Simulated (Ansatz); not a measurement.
Consider MoS2 (space group P6_3/mmc, No. 194; layered, stacked along the Cartesian z axis).

```yaml
crystal:
  lattice:
    - [3.10900, 0.00000, 0.00000]
    - [-1.55450, 2.69247, 0.00000]
    - [0.00000, 0.00000, 11.70898]
  atoms:
    - { symbol: Mo, position: [0.66667, 0.33333, 0.25000] }
    - { symbol: Mo, position: [0.33333, 0.66667, 0.75000] }
    - { symbol: S, position: [0.66667, 0.33333, 0.88351] }
    - { symbol: S, position: [0.33333, 0.66667, 0.38351] }
    - { symbol: S, position: [0.33333, 0.66667, 0.11649] }
    - { symbol: S, position: [0.66667, 0.33333, 0.61649] }
```

Cartesian axes are those of the cell as printed.

The values are results of PBEsol-D3(BJ) in Ansatz (plane waves to 420 eV, PAW, no spin-orbit coupling), not measurements.

Strains are applied to the cell and any free atomic positions relax; under biaxial strain the out-of-plane vector relaxes too.

One change was made to it. Results:

The valence-band top at Γ (three highest levels, from the VBM) changes from 0.00, -0.96, -1.60 eV to 0.00, -0.98, -1.65 eV; the smallest direct gap rises by 0.073 eV to 1.87 eV; the pressure (mean of the normal stresses, compression positive) goes from zero to 1.26 GPa; the band gap stays essentially unchanged (0.52 eV against 0.53 eV).

Problem. What was done to the base?
A. biaxial strain −3.00 %, plane normal [001], relaxed out of plane
B. biaxial strain −0.60 %, plane normal [001], relaxed out of plane
C. biaxial strain −2.40 %, plane normal [001], relaxed out of plane

Solution. B, biaxial strain −0.60 %, plane normal [001], relaxed out of plane. For comparison, the valence-band top at Γ in the other runs: biaxial strain −3.00 %, plane normal [001], relaxed out of plane gives 0.00, -1.01, -1.71 eV; biaxial strain −2.40 %, plane normal [001], relaxed out of plane gives 0.00, -1.01, -1.79 eV.

Stability against distortions was not tested.

Ansatz is a quantum-chemistry and plane-wave program.
